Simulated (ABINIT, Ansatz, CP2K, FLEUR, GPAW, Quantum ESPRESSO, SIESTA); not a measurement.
## MgSn₅ (R32, 6 atoms in the cell) computed with different codes at matched settings

Self-consistent single point, at a second geometry (lattice scaled by 0.98). First geometry:

```yaml
crystal:
  lattice:
    - [2.84265, 1.64120, 5.56202]
    - [-2.84265, 1.64120, 5.56202]
    - [0.00000, -3.28241, 5.56202]
  atoms:
    - { symbol: Mg, position: [0.50000, 0.50000, 0.50000] }
    - { symbol: Sn, position: [0.66053, 0.33947, 0.00000] }
    - { symbol: Sn, position: [0.00000, 0.66053, 0.33947] }
    - { symbol: Sn, position: [0.33947, 0.00000, 0.66053] }
    - { symbol: Sn, position: [0.16639, 0.16639, 0.16639] }
    - { symbol: Sn, position: [0.83361, 0.83361, 0.83361] }
```

Shared settings, as Ansatz (a program for electronic structure) writes them: kpoints.mp_grid.grid = 4 4 4; scf.occupations.method = fermi_dirac; scf.occupations.width = 0.1 eV. Potentials and cutoffs stand in the table.

```
code                                                                                                                                      model  ΔF from the first geometry (meV/atom)  pressure (GPa)  largest force (eV/Å)           cutoff
----------------  -----------------------------------------------------------------------------------------------------------------------------  -------------------------------------  --------------  --------------------  ---------------
GPAW                                                                                      PBEsol, GPAW PAW datasets PBEsol (made by gpaw-setup)                                   -2.5            1.48                 0.089           850 eV
SIESTA            GGA PBEsol, numerical atomic orbitals DZP, PseudoDojo PBEsol standard norm-conserving potentials (rewritten from UPF to PSML)                                   18.6            4.14                 0.156      grid 300 Ry
ABINIT                                                           PBEsol, norm-conserving pseudopotentials (PseudoDojo nc-sr-04 PBEsol standard)                                   -0.9            1.66                 0.092            42 Ha
Quantum ESPRESSO                                                                           PBEsol, GBRV 1.5 ultrasoft (PBESOL) pseudopotentials                                   -1.0            1.57                 0.090            40 Ry
Ansatz                                                                                                          PBEsol, PAW files made with PBE                                   -0.7            1.68                 0.090          default
CP2K                                                                 PBEsol, GPW, DZVP-MOLOPT-SR-GTH basis, GTH-PBE potentials (GTH_POTENTIALS)                                   35.7            5.83                 0.111     grid 1000 Ry
FLEUR                                                                           PBEsol, all-electron FLAPW (FLEUR), scalar-relativistic valence                                   -0.4               –                 0.091  Kmax 3.8 1/bohr
```

Size of the force on each atom (eV/Å): Sizes of forces hide their directions.

```csv
code,Mg1,Sn2,Sn3,Sn4,Sn5,Sn6
GPAW,0.000,0.089,0.089,0.089,0.063,0.063
SIESTA,0.000,0.156,0.156,0.156,0.018,0.018
ABINIT,0.000,0.092,0.092,0.092,0.059,0.059
Quantum ESPRESSO,0.000,0.090,0.090,0.090,0.060,0.060
Ansatz,0.000,0.090,0.090,0.090,0.061,0.061
CP2K,0.000,0.111,0.111,0.111,0.038,0.038
FLEUR,0.000,0.091,0.091,0.091,0.061,0.061
```

A dash marks a value that a program does not give, or that is left out as unsure.

The spread over the programs that give each value: ΔF from the first geometry within 38.2 meV/atom; pressure within 4.35 GPa; largest force within 0.067 eV/Å.

SIESTA and CP2K use small atom-centred bases, whose incompleteness enters pressures, forces and empty levels differently from a plane-wave cutoff. FLEUR treats all electrons, but the usual bases taken here (sphere radii, linearisation, local orbitals, empty states) were not tested for convergence, so the values are no reference for the others. Ansatz's pressure is given at a fixed set of plane waves, as the other plane-wave codes print theirs. In the pressure, SIESTA (by 2.53) and CP2K (by 4.21) lie more than 1 GPa from the median of the plane-wave programs.

The starting cell comes from a database of computed structures (which also holds hypothetical and non-ambient phases and stackings), without a prior relaxation at this level. Its lattice was rescaled by a random factor within 2.5 % of one. For this run, on top of that: lattice scaled by 0.98.

Keys are those of Ansatz 0.2.
